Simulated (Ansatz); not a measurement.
Base system: SnSe2 in the CdI2 type structure (space group P-3m1, No. 164; layered, stacked along the Cartesian z axis).

```
SnSe2
1.0
    3.84018     0.00000     0.00000
   -1.92009     3.32569     0.00000
    0.00000     0.00000     6.00656
Sn Se
1 2
Direct
  0.00000   0.00000   0.00000
  0.33333   0.66667   0.26530
  0.66667   0.33333   0.73470
```

Cartesian axes are those of the cell as printed.

Computed with PBE-D3(BJ) in Ansatz (plane waves to 420 eV, PAW, no spin-orbit coupling).

Strains are applied to the cell and any free atomic positions relax.

One change was made to it. Results:

```json
[
 {"quantity": "smallest direct gap", "base": "0.82 eV", "after": "0.76 eV"},
 {"quantity": "pressure (mean of the normal stresses, compression positive)", "base": "0.00 GPa", "after": "0.24 GPa"},
 {"quantity": "width of the top valence band", "base": "1.99 eV", "after": "2.11 eV"}
]
```

Problem. Name the change that was made.
(A) uniaxial strain ε_zz = −2.50 %
(B) uniaxial strain ε_zz = −1.00 %
(C) uniaxial strain ε_zz = +1.50 %
(D) uniaxial strain ε_zz = +2.50 %
(E) uniaxial strain ε_zz = +0.50 %

Solution. B, uniaxial strain ε_zz = −1.00 %. For comparison, the smallest direct gap in the other runs: uniaxial strain ε_zz = −2.50 % gives 0.67 eV; uniaxial strain ε_zz = +2.50 % gives 0.98 eV; uniaxial strain ε_zz = +1.50 % gives 0.92 eV; uniaxial strain ε_zz = +0.50 % gives 0.85 eV.

Stability against distortions was not tested.

Ansatz is a first-principles code.
